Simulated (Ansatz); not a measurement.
TiO2: response to strain

Consider TiO₂ in the anatase structure (space group I4_1/amd, No. 141; a = 3.7393 Å, c = 9.4551 Å). Axes: x, y, z lie along a, b, c of the conventional cell.

Strains are applied to the cell and any free atomic positions relax.

Computed with LDA/PAW in Ansatz (a first-principles code), no SOC.

Candidates:
(a) uniaxial strain ε_xx = −3.00 %
(b) uniaxial strain ε_xx = −0.60 %
(c) uniaxial strain ε_xx = −1.80 %
(d) uniaxial strain ε_xx = −2.40 %

For the base:

The band gap is 2.08 eV.

Q: Order them by band gap, lowest first.

A: (b) uniaxial strain ε_xx = −0.60 % (2.11 eV), (c) uniaxial strain ε_xx = −1.80 % (2.15 eV), (d) uniaxial strain ε_xx = −2.40 % (2.17 eV), (a) uniaxial strain ε_xx = −3.00 % (2.20 eV)

No phonon test of stability was made. All final runs are without spin polarisation.
